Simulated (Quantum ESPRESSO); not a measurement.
Quantum ESPRESSO run on HfSiO4 (I4_1/amd, 12 atoms in the cell): self-consistent single point.

Method: LDA (PZ), GBRV 1.5 ultrasoft (LDA) pseudopotentials (plane waves; Quantum ESPRESSO).

```
HfSiO4
1.0
    3.27670    -3.27670     2.98224
    3.27670     3.27670     2.98224
   -3.27670    -3.27670     2.98224
Hf Si O
2 2 8
Direct
  0.00000   0.00000   0.00000
  0.50000   0.25000   0.75000
  0.50000   0.75000   0.25000
  0.00000   0.50000   0.50000
  0.18511   0.31920   0.13409
  0.31489   0.75431   0.06920
  0.81489   0.31920   0.50431
  0.68511   0.38409   0.06920
  0.31489   0.93080   0.61591
  0.81489   0.86591   0.68080
  0.68511   0.93080   0.24569
  0.18511   0.49569   0.68080
```

Reference input (self-consistent single point, DFT, LDA (PZ), plane waves, GBRV 1.5 ultrasoft (LDA) pseudopotentials): ecutwfc = 40 Ry; ecutrho = 320 Ry; occupations = fixed; potentials = {Hf: hf_lda_v1.uspp.F.UPF, Si: si_lda_v1.uspp.F.UPF, O: o_lda_v1.2.uspp.F.UPF}; K_POINTS = automatic 3 3 3 0 0 0; nbnd = 46; conv_thr = 1e-10 Ry. This run's input differs from it in these lines:

```diff
@@ -15,4 +15,4 @@
    ntyp = 3,
-   ecutwfc = 40,
-   ecutrho = 320,
+   ecutwfc = 20,
+   ecutrho = 160,
    occupations = 'fixed',
```

The program printed (abridged):

```
     Self-consistent Calculation

     iteration #  1     ecut=    20.00 Ry     beta= 0.70

---- Real-time Memory Report at c_bands before calling an iterative solver
           235 MiB given to the printing process from OS
            45 MiB allocation reported by mallinfo(arena+hblkhd)
------------------

     negative rho (up, down):  2.185E-01 0.000E+00

     total energy              =    -594.20438355 Ry
     estimated scf accuracy    <       1.53553655 Ry

     iteration #  2     ecut=    20.00 Ry     beta= 0.70

---- Real-time Memory Report at c_bands before calling an iterative solver
   [... lines left out ...]
           256 MiB given to the printing process from OS
            64 MiB allocation reported by mallinfo(arena+hblkhd)
------------------

     negative rho (up, down):  2.246E-01 0.000E+00

     total energy              =    -594.57782725 Ry
     estimated scf accuracy    <          1.0E-09 Ry

     iteration # 10     ecut=    20.00 Ry     beta= 0.70

---- Real-time Memory Report at c_bands before calling an iterative solver
           256 MiB given to the printing process from OS
            64 MiB allocation reported by mallinfo(arena+hblkhd)
------------------

     negative rho (up, down):  2.246E-01 0.000E+00
     End of self-consistent calculation

     highest occupied, lowest unoccupied level (ev):     8.0336   13.4741

!    total energy              =    -594.57782725 Ry
     estimated scf accuracy    <          1.7E-11 Ry

     convergence has been achieved in  10 iterations

     negative rho (up, down):  2.246E-01 0.000E+00

     Forces acting on atoms (cartesian axes, Ry/au):

     atom    1 type  1   force =     0.00000000   -0.00000000    0.00000000
     atom    2 type  1   force =    -0.00000000    0.00000000    0.00000000
     atom    3 type  2   force =    -0.00000000    0.00000000    0.00000000
     atom    4 type  2   force =     0.00000000   -0.00000000   -0.00000000
     atom    5 type  3   force =     0.01412891   -0.00000000    0.00295277
     atom    6 type  3   force =     0.00000000    0.01412891    0.00295277
   [... lines left out ...]
     Total force =     0.040826     Total SCF correction =     0.000004
   [... lines left out ...]

     negative rho (up, down):  2.246E-01 0.000E+00
          total   stress  (Ry/bohr**3)                   (kbar)     P=    -1260.06
  -0.00858754   0.00000000   0.00000000        -1263.27        0.00        0.00
   0.00000000  -0.00858754  -0.00000000            0.00    -1263.27       -0.00
   0.00000000  -0.00000000  -0.00852196            0.00       -0.00    -1253.62

   JOB DONE.
```

The run converged in 10 iterations. Against the reference run the free energy rises by 2.15 eV/atom, the pressure goes from -4.80 to -126.0 GPa, the largest force goes from 0.181 to 0.371 eV/Å and the gap on the mesh goes from 5.429 to 5.441 eV. The full log also holds: “c_bands:  1 eigenvalues not converged”.

The starting cell comes from a database of computed structures (which also holds hypothetical and non-ambient phases and stackings), without a prior relaxation at this level. Spin-orbit coupling is off. At the lowered cutoff the pressure carries the error of an incomplete plane-wave basis.
